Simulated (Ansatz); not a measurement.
The reference is CdS in the zinc blende structure (space group F-43m, No. 216; a = 5.878 Å). Axes: x, y, z lie along the cube axes.

Perturbation: biaxial strain −0.83 %, plane normal [001], relaxed out of plane (Cartesian); in-plane vectors clamped, the third vector and the atoms free.

All numbers come from r2SCAN, PAW, 500 eV (Ansatz, an electronic-structure program; no spin-orbit coupling).

Problem. Give the band edges at the high-symmetry points of the new zone, measured from its valence-band maximum.

Solution. 
| point | valence edge (eV) | conduction edge (eV) |
|---|---|---|
| Γ | 0.00 | 1.53 |
| X | -1.88 | 3.84 |
| P | -2.21 | 5.65 |
| N | -0.72 | 3.43 |
| M | -1.82 | 3.91 |
| S | -1.45 | 4.70 |
| S₀ | -1.45 | 4.70 |
| R | -2.19 | 5.71 |
| G | -2.19 | 5.71 |

The gap is 1.53 eV, direct at Γ.

No phonon test of stability was made. k-point labels follow each cell's own Brillouin zone.
